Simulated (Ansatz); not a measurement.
Take Ag in the fcc (Cu type) structure (space group Fm-3m, No. 225; relaxed with 0.1 eV smearing) as the base.

```xyz
1
Lattice="0.0000 2.0269 2.0269 2.0269 0.0000 2.0269 2.0269 2.0269 0.0000" Properties=species:S:1:pos:R:3 pbc="T T T"
Ag     0.0000     0.0000     0.0000
```

Cartesian axes are those of the cell as printed.

Computed with Kohn–Sham DFT with the PBEsol functional, run in Ansatz (an electronic-structure program) with PAW and 420 eV plane waves, no spin-orbit coupling.

Before the change:

Shortest interatomic distance: 286.6 pm

One thing is altered: tensor shear ε_xy = +1.71 % (engineering shear γ = 0.0342); the atoms relax in the strained cell.

Problem. How does this affect the stress and shortest interatomic distance?

Solution. The stress (xx, yy, zz, yz, xz, xy; compression positive) amounts to (0.3, 0.3, -0.1, 0.0, 0.0, -1.9) GPa; the shortest interatomic distance falls by 4.9 pm (286.6 pm → 281.7 pm).

Whether these cells are dynamically stable was not tested.
